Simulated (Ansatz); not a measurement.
Cost and result by functional for the surface energy of the (221) surface of fcc Rh in its 1x1 cell, outermost plane spacing 0.64 Å in the ideal cut, in Ansatz (plane waves, PAW). Single points on the PBE structure, on one kind of machine; costs are rough ratios of the slab run's core time (references not counted) to the cheapest single point. r2SCAN's cost holds its higher cutoff (500 against 420 eV). Differences are taken against r2SCAN for comparison alone: no measured value is at hand, so the table doesn't rank accuracy.

Model: 17-atom slab, 10.2 Å thick at the start (thin: gaps and levels are the slab's own), 14x5x1 mesh, Fermi-Dirac 0.1 eV, dipole correction, all atoms relaxed; held to the start's symmetry, so lower structures may exist; no spin, no spin-orbit, no U. These notes are the PBE run's.

| functional | relative cost | surface energy (J/m²) | less r2SCAN (J/m²) |
|---|---|---|---|
| LDA | 1 | 2.92 | 0.40 |
| RPBE | 1 | 2.03 | -0.49 |
| PBEsol | 1 | 2.72 | 0.20 |
| r2SCAN | 2 | 2.52 | 0.00 |
| PBE (the relaxed run's value) | – | 2.29 | -0.23 |

The values span 0.89 J/m², while the single points' costs differ by a factor of roughly 2. Differences are of unrounded values.

Ansatz is a program for electronic structure.
